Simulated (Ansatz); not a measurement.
BaSiO₃ (model structure, started from the tetragonal perovskite type, P4mm, No. 99, 5 atoms in the cell) was calculated with G0W0@PBEsol in Ansatz (hard PAW, contour deformation).

The cell is the one relaxed with PBEsol. Conventional cell: a = 3.5271 Å, b = 3.5271 Å, c = 4.9633 Å, α = 90.00°, β = 90.00°, γ = 90.00°.

One run with a 8×8×6 mesh, response cutoff 100 eV and 258 empty bands, not extrapolated in mesh or basis; no spin–orbit coupling.

Highest filled and lowest empty level by k point (fractions of the reciprocal vectors of the cell (3.527 -0.000 0.000) (-0.000 3.527 -0.000) (0.000 -0.000 4.963) Å; eV from the valence maximum of each method):

```json
[
 {"k": "0 0 0", "PBEsol filled": "-1.29", "PBEsol empty": "1.15", "QP filled": "-1.34", "QP empty": "2.95"},
 {"k": "0 0 0.333", "PBEsol filled": "-1.37", "PBEsol empty": "1.87", "QP filled": "-1.44", "QP empty": "3.74"},
 {"k": "0 0.125 -0.5", "PBEsol filled": "-1.60", "PBEsol empty": "2.49", "QP filled": "-1.70", "QP empty": "4.41"},
 {"k": "0 0.375 0", "PBEsol filled": "-2.41", "PBEsol empty": "4.02", "QP filled": "?", "QP empty": "?"},
 {"k": "0 0.375 0.333", "PBEsol filled": "-2.06", "PBEsol empty": "3.86", "QP filled": "-2.15", "QP empty": "5.77"},
 {"k": "0.125 0.125 0", "PBEsol filled": "-1.18", "PBEsol empty": "2.07", "QP filled": "?", "QP empty": "?"},
 {"k": "0.125 0.125 -0.5", "PBEsol filled": "-1.27", "PBEsol empty": "2.77", "QP filled": "-1.35", "QP empty": "4.69"},
 {"k": "-0.5 -0.5 0.167", "PBEsol filled": "0.00", "PBEsol empty": "4.06", "QP filled": "0.00", "QP empty": "6.00"}
]
```

### Question
Estimate the withheld levels to about 0.1 eV.

### Answer

- 0 0.375 0, QP filled: -2.58
- 0 0.375 0, QP empty: 6.03
- 0.125 0.125 0, QP filled: -1.22
- 0.125 0.125 0, QP empty: 3.94

Note: the relaxation could raise the start's symmetry but not lower it, so the cell can be a saddle point.

A model structure was made by putting elements into a prototype or built by hand; it is no filed structure, need not be a known phase, and can be a saddle point held by its symmetry.

Ansatz is a program for electronic structure.
